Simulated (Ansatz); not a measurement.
## Hypothetical fluorite ZrSe2, element substitutions

Consider ZrSe₂ in the fluorite structure (space group Fm-3m, No. 225; a = 6.508 Å; a hypothetical phase, not in the database extracts checked).

Each row replaces one element on all its sites; cell and atoms are relaxed.

The values are results of Ansatz (an electronic-structure program) PBEsol, scalar-relativistic without spin-orbit coupling, not measurements.

```tsv
case	shortest interatomic distance	band gap
base	2.818 Å	zero
Zr → Be	2.599 Å	zero
Se → Br	2.887 Å	(withheld)
Se → Mo	(withheld)	zero
```

### Question
Complete the table.

### Answer

- Se → Br, band gap: 0.16 eV
- Se → Mo, shortest interatomic distance: 2.680 Å

Other magnetic orders, which the real material may have, were not ruled out. Stability against distortions was not tested. As relaxed here, BeSe2, ZrBr2 and ZrMo2 are hypothetical phases, not in the database extracts checked. A gap here joins edges of opposite spin (a spin-flip gap). Spin-polarised in the final run: ZrBr2; the other runs are not. A zero or small gap of ZrBr2 can be the functional's error rather than a property of the material.
